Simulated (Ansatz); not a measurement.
The reference is Al in the fcc (Cu type) structure (space group Fm-3m, No. 225; a = 4.0155 Å; relaxed with 0.1 eV smearing). Axes: x, y, z lie along the cube axes.

Structures relaxed with PBEsol/PAW in Ansatz (a quantum-chemistry and plane-wave program), no spin-orbit coupling.

Base:

Simulated powder pattern, Cu Kα1, λ = 1.54056 Å (kinematic, ideal powder, no thermal factors, no anomalous dispersion; the 8 strongest lines at most, above 2 %, up to 2θ = 90°):

```
2θ (°)  I/Imax (%)    hkl
------  ----------  -----
38.81          100  (111)
45.12           48  (200)
65.72           31  (220)
79.02           35  (311)
83.29           10  (222)
```

After one change:

Simulated powder pattern, Cu Kα1, λ = 1.54056 Å (kinematic, ideal powder, no thermal factors, no anomalous dispersion; the 8 strongest lines at most, above 2 %, up to 2θ = 90°):

```json
[
 {"2θ (°)": "39.24", "I/Imax (%)": "100"},
 {"2θ (°)": "43.62", "I/Imax (%)": "18"},
 {"2θ (°)": "46.60", "I/Imax (%)": "30"},
 {"2θ (°)": "65.73", "I/Imax (%)": "21"},
 {"2θ (°)": "68.02", "I/Imax (%)": "9.5"},
 {"2θ (°)": "77.15", "I/Imax (%)": "13"},
 {"2θ (°)": "81.44", "I/Imax (%)": "22"},
 {"2θ (°)": "84.37", "I/Imax (%)": "10"}
]
```

Task: Name the change that was made.
(A) biaxial strain −1.50 %, plane normal [001], relaxed out of plane
(B) biaxial strain −3.00 %, plane normal [001], relaxed out of plane
(C) biaxial strain −1.00 %, plane normal [001], relaxed out of plane
(D) biaxial strain +1.50 %, plane normal [001], relaxed out of plane

Result: B, biaxial strain −3.00 %, plane normal [001], relaxed out of plane. Its volume per atom is 15.73 Å³ against 16.19 Å³, and its space group is I4/mmm (No. 139).

Whether these cells are dynamically stable was not tested.
